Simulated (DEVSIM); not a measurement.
System: Schottky contact on n-type Si, at 300 K.

| layer (left to right) | material | thickness (μm) | Nd (cm⁻³) | τn (s) | τp (s) |
|---|---|---|---|---|---|
| 1 | Si | 19.0 | 1.8e16 | 5.4e-5 | 5.4e-5 |

Left contact: Schottky, work function 4.77 eV, emission velocity 1.5e6 cm/s. Right contact: ohmic. Voltage is applied to the left contact. Recombination: SRH at mid-gap. Mobility is μmin + (μ − μmin)/(1 + (N/Nref)^α).

The device is made up for the run: typed textbook-type constants, with dimensions and the other settings drawn at random. Values at 300 K; Nc and Nv go as T^1.5, mobilities as T to minus their exponent, the gap by Varshni's rule with the affinity fixed.

```tsv
parameter	Si
gap (eV)	1.124
affinity (eV)	4.05
permittivity	11.7
Nc (cm⁻³)	2.86e19
Nv (cm⁻³)	3.1e19
μn (cm²/Vs)	1417
μp (cm²/Vs)	470
μn,min	52
μp,min	45
Nref,n	9.7e16
Nref,p	2.2e17
αn	0.68
αp	0.72
T exponent of μn	2.3
T exponent of μp	2.2
Varshni α (eV/K)	0.000473
Varshni β (K)	636
```

DEVSIM, 1D drift-diffusion, Boltzmann statistics, complete ionisation; no tunnelling, impact ionisation, image-force lowering or self-heating. Metal contacts follow the ideal Schottky-Mott rule: no Fermi-level pinning, no interface dipoles.

The temperature was swept, all else fixed.

```csv
temperature (K),dark forward voltage at 100 A/cm² (V),potential step across the device at zero bias (V),largest field in the device at zero bias (V/cm)
250,0.530,0.567,55000
300,0.496,0.529,53000
350,0.468,0.491,51000
400,0.442,0.451,48000
450,0.421,0.411,46000
500,0.398,0.369,46000
```

From the first row to the last the dark forward voltage at 100 A/cm² goes from 0.530 to 0.398. From the first row to the last the potential step across the device at zero bias goes from 0.567 to 0.369.
